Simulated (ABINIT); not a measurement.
A self-consistent single point of CaCuSi (P-6m2, 3 atoms in the cell) with ABINIT.

Level of theory: PBEsol, PAW (JTH v2.0 PBE PAW, files made for PBE) (plane waves; ABINIT).

The change in words: lattice scaled by 0.98. Reference geometry:
```
CaCuSi
1.0
    4.12183     0.00000     0.00000
   -2.06092     3.56961     0.00000
    0.00000     0.00000     4.08101
Ca Si Cu
1 1 1
Direct
  0.00000   0.00000   0.00000
  0.33333   0.66667   0.50000
  0.66667   0.33333   0.50000
```

Reference input (self-consistent single point, DFT, PBEsol, plane waves, PAW (JTH v2.0 PBE PAW, files made for PBE)): pseudos = [Ca.GGA_PBE-JTH.xml, Si.GGA_PBE-JTH.xml, Cu.GGA_PBE-JTH.xml]; ecut = 30 Ha; pawecutdg = 60 Ha; ixc = -116133; occopt = 7; tsmear = 0.1 eV; ngkpt = 8 8 7; nshiftk = 1; shiftk = 0 0 0; potentials = JTH v2.0 PBE PAW; nband = 23; kptopt = 1. This run's input differs from it in these lines:

```diff
@@ -5,5 +5,5 @@
 rprim
-         4.1218297171    0.0000000657    0.0000000000
-        -2.0609149154    3.5696092122    0.0000000000
-         0.0000000000    0.0000000000    4.0810100000
+         4.0393930266    0.0000002438    0.0000000000
+        -2.0196967245    3.4982168550    0.0000000000
+         0.0000000000    0.0000000000    3.9993900000
 natom 3
@@ -14,4 +14,4 @@
          0.0000000000    0.0000000000    0.0000000000
-        -0.0000000379    2.3797394967    2.0405050000
-         2.0609148396    1.1898697812    2.0405050000
+        -0.0000001408    2.3321446513    1.9996950000
+         2.0196964429    1.1660724476    1.9996950000
       Angstrom
```

Log, with long lists cut:

```
--- !BeginCycle
solver: {iscf: 17, nstep: 80, nline: 4, wfoptalg: 10, }
tolerances: {tolvrs: 1.00E-11, }
...

     iter   Etot(hartree)      deltaE(h)  residm     nres2
 ETOT  1  -237.26011881536    -2.373E+02 3.003E+01 7.513E+01
 ETOT  2  -239.21926452590    -1.959E+00 5.158E-02 1.287E+02
 ETOT  3  -238.86326625325     3.560E-01 1.217E-01 2.262E+00
 ETOT  4  -238.86734529583    -4.079E-03 1.026E-01 4.457E-01
 ETOT  5  -238.86748001282    -1.347E-04 4.346E-03 5.710E-01
   [... 27 lines left out ...]
 ETOT 33  -238.86754042630    -6.494E-09 2.654E-06 2.382E-09
 ETOT 34  -238.86754043125    -4.949E-09 2.463E-06 9.091E-11
 ETOT 35  -238.86754043503    -3.779E-09 2.016E-06 1.816E-09
 ETOT 36  -238.86754043792    -2.892E-09 1.950E-06 1.060E-12
 At SCF step   36       nres2   =  1.06E-12 < tolvrs=  1.00E-11 =>converged.

 Cartesian components of stress tensor (hartree/bohr^3)
  sigma(1 1)= -6.38376008E-05  sigma(3 2)=  0.00000000E+00
  sigma(2 2)= -6.38376008E-05  sigma(3 1)=  0.00000000E+00
  sigma(3 3)= -2.08748826E-05  sigma(2 1)=  2.36553456E-13

 ----iterations are completed or convergence reached----

 reduced coordinates (array xred) for    3 atoms
       0.000000000000      0.000000000000      0.000000000000
       0.333333333333      0.666666666667      0.500000000000
       0.666666666667      0.333333333333      0.500000000000
 cartesian forces (eV/Angstrom) at end:
    1      0.00000000000000    -0.00000000000000    -0.00000000000000
    2      0.00000000000000    -0.00000000000000    -0.00000000000000
   [... lines left out ...]
 Fermi (or HOMO) energy (hartree) =   0.22141   Average Vxc (hartree)=  -0.37569
   [... lines left out ...]
'-kT*entropy'       : -4.95925470488386E-04
total_energy        : -2.38867540162260E+02
total_energy_eV     : -6.49991632704923E+03
...

-Cartesian components of stress tensor (GPa)         [Pressure=  1.4568E+00 GPa]
- sigma(1 1)= -1.87816674E+00  sigma(3 2)=  0.00000000E+00
- sigma(2 2)= -1.87816674E+00  sigma(3 1)=  0.00000000E+00
- sigma(3 3)= -6.14160147E-01  sigma(2 1)=  6.95964180E-09

 Calculation completed.
```

The run converged in 36 iterations. 

The starting cell comes from a database of computed structures (which also holds hypothetical and non-ambient phases and stackings), without a prior relaxation at this level. For this run, on top of that: lattice scaled by 0.98. Spin polarisation is off. The potentials were made for another functional than the one used.

These are the values that this program gave, and no reference: the one-centre exchange-correlation terms come from a truncated expansion.

Cost on one core of a shared machine: roughly 2 min.
